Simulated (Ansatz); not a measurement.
**TaAs under a change: N on a As site**

Take a 16-atom supercell of TaAs (space group I4_1md, No. 109; a = 3.4631 Å, c = 11.7330 Å) at its relaxed geometry as the base.

One thing is altered: a neutral N on a As site, atoms relaxed at fixed cell, starting from a slightly rattled geometry.

Computed with plane-wave PAW DFT at the PBE level (Ansatz, an electronic-structure program, 420 eV), no spin-orbit coupling. k-mesh 6×5×5 (Γ-centred); smearing 0.05 eV (Fermi–Dirac).

```tsv
quantity	base	changed	shift
pressure	0.0 GPa	-7.8 GPa	-7.8 GPa
mean distance from the defect site to its nearest host atoms	263 pm	243 pm	-20 pm
```

The cell is small, so the values are those of an ordered compound at a high defect concentration; dilute-limit values will differ. All final runs are without spin polarisation. The defect cell is not spin-polarised.
